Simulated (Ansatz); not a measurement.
## B on the Si site + Mn interstitial (silicon host)

Computed with PBE, PAW (plane waves to 420 eV; Ansatz, a program for electronic structure). The supercell holds 64 host sites (2×2×2 repeats of the unit cell), with a 2×2×2 shifted k-point sampling for the final energies. Sites at the start: the Si site; void 2.37 Å away. Charged cells carry a point-charge image correction with potential alignment at far atoms. Dielectric constants: PBE linear response of the host. Host gap at this level: 0.61 eV. Finite-size and sampling errors can reach tenths of an eV here. PBE underestimates the host's gap, which shifts levels and can delocalise carriers. Spin–orbit coupling is left out, and no Hubbard U is applied to the open shells. Each state is the lowest found from its start.

| charge | moment (μB) | point group | largest move off a lattice site (Å) | image correction with alignment (eV) | above the lowest spin state (eV) |
|---|---|---|---|---|---|
| +1 | 5.0 | C3v | 0.28 | 0.22 | 0.00 |
| +1 | 5.0 | C3v | 0.28 | 0.22 | 0.00 |
| 0† | 4.0 | – | 0.29 | 0.00 | 0.00 |
| 0 | not spin-polarised | C3v | 0.35 | 0.00 | 0.60 |

† Not settled in this cell, so no level is given: charge 0: carriers not clearly localised.

Point groups are those of the whole cell at tolerances of 0.03 and 0.1 Å ("near" where only the looser one holds); none is given for unsettled states.

Starting moments that weren't kept: charge +1 began with 1 μB and ended with 5.0.

Flagged in the runs: a strain field that reaches the edge of the cell.
